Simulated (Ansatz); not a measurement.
Input:

```
CELL_PARAMETERS angstrom
      3.33871     0.00000     0.00000
      0.00000     3.33871     0.00000
      1.66936    -1.66936     2.29508
ATOMIC_POSITIONS crystal
  Na 0.00000 0.00000 0.00000
  F  0.50000 0.50000 0.00000
```

No spin polarisation.

All numbers come from Ansatz (a quantum-chemistry and plane-wave program), PBEsol, PAW, cutoff 420 eV, spin-orbit coupling left out. Settings: 12×12×12 k-points, 0.05 eV Fermi–Dirac smearing.

### Question
What is the computed gap character?

### Answer
Direct at Γ.

### Question
What is the computed electron mass?

### Answer
0.56 mₑ (at Γ).

### Question
What band gap does the calculation give?

### Answer
6.04 eV.

### Question
Estimate the mean in-plane stress (compression positive).

### Answer
-2.0 GPa.

The cells carry an imposed strain or load. Effective masses come from finite differences of ±0.01 Å⁻¹. No phonon test of stability was made. The cell was made from NaF in the rock salt structure (space group Fm-3m, No. 225) by this change: biaxial strain +2.00 %, plane normal [001], relaxed out of plane.
